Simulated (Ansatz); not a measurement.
Start from ZrO2 in the fluorite structure (space group Fm-3m, No. 225; a = 5.0893 Å).

Now apply this change: a hydrostatic pressure of 15 GPa.

Levels (all Ansatz, a quantum-chemistry and plane-wave program, PAW): r2SCAN (500 eV, spin-orbit coupling left out); HSE06+SOC (420 eV, noncollinear with spin-orbit coupling).

The geometry is relaxed with r2SCAN.

- r2SCAN lowest conduction level above the VBM at special points = Γ 4.05 eV; X 4.50 eV; L 4.72 eV

With HSE06+SOC at the same geometry, the lowest conduction level above the VBM at special points becomes Γ 5.15 eV; X 5.59 eV; L 5.87 eV (r2SCAN: Γ 4.05 eV; X 4.50 eV; L 4.72 eV).

Single points use the geometry relaxed with r2SCAN. Their cutoffs differ, which shifts pressures a little. HSE06 was sampled on its mesh, a few special points and the semilocal edge points, so its gap is an upper bound. The spin-orbit shifts are approximate. The levels and masses belong to the bands next to the band gap. Load acts through the strain it causes; cell and atoms are relaxed under it. Whether these cells are dynamically stable was not tested. Competing high-pressure phases were not computed. This is not the structure that ZrO2 has at room temperature and ambient pressure.
